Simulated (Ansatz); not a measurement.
System: CsCl-type CoAl. Method: Hartree–Fock (plane waves, PAW; Ansatz, a quantum-chemistry and plane-wave program).

Numerical settings: plane-wave cutoff 460 eV, 10×10×10 k mesh, Fermi–Dirac smearing 0.05 eV, no spin polarisation, scalar-relativistic PAW data made under PBE.

Cell (relaxed at this level):

```
AlCo
1.0
    2.84453     0.00000     0.00000
    0.00000     2.84453     0.00000
    0.00000     0.00000     2.84453
Al Co
1 1
Cartesian
  1.42226   1.42226   1.42226
  0.00000   0.00000   0.00000
```

Problem. Predict the bulk modulus B0.

Solution. 
bulk modulus B0: 175 GPa

Measured, for comparison: bulk modulus 162 GPa (room temperature, not corrected to a static lattice; as tabulated in Yamada et al. (2019), arXiv:1910.09660). Computed (rounded) less measured: bulk modulus +8 %. A static lattice is as a rule a little smaller and stiffer than an uncorrected measurement, which narrows the difference in the bulk modulus and would widen misses of the other sign.

Static lattice: no zero-point or thermal effects.
